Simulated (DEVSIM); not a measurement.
Structure: abrupt GaAs p-n junction, at 300 K.

Layer 1 from the left is GaAs, thickness (μm) 64.0, Na (cm⁻³) 7.7e15, τn (s) 3.1e-8, τp (s) 3.1e-8. Layer 2 from the left is GaAs, thickness (μm) 11.0, Nd (cm⁻³) 2e15, τn (s) 3.1e-8, τp (s) 3.1e-8.

Left contact: ohmic. Right contact: ohmic. Voltage is applied to the left contact. Recombination: SRH at mid-gap. Mobility is μmin + (μ − μmin)/(1 + (N/Nref)^α).

Constants are typed, rounded textbook-type inputs, not results; the design itself was drawn at random and stands for no fabricated device. Values at 300 K.

GaAs: gap (eV) 1.424, affinity (eV) 4.07, permittivity 12.9, Nc (cm⁻³) 4.7e17, Nv (cm⁻³) 9e18, μn (cm²/Vs) 8500, μp (cm²/Vs) 400, μn,min 500, μp,min 20, Nref,n 6e16, Nref,p 1.5e17, αn 0.39, αp 0.38.

Estimate by hand the built-in potential, the peak field at zero bias, the capacitance at -0.6 V, and compare with a numerical solution.


- Built-in potential: ni = √(Nc Nv) exp(−Eg/2kT) = 2250000 cm⁻³ with Eg = 1.424 eV; Vbi = kT/q ln(Na Nd/ni²) = 1.100 V; numerical 1.100 V.
- Peak field at zero bias: depletion approximation: W = √(2εVbi/(qN)) = 0.994 μm with N = 1.59e15 cm⁻³; field = 2Vbi/W = 22100 V/cm; numerical 21600 V/cm (estimate above by 2.4 %).
- Capacitance at -0.6 V: C = √(qεN / 2(Vbi + |V|)) = 9.24 nF/cm²; numerical 9.39 nF/cm² (estimate below by 1.5 %).

Simulated with DEVSIM: 1D drift-diffusion, Boltzmann statistics, complete ionisation; no tunnelling, impact ionisation, image-force lowering or self-heating.
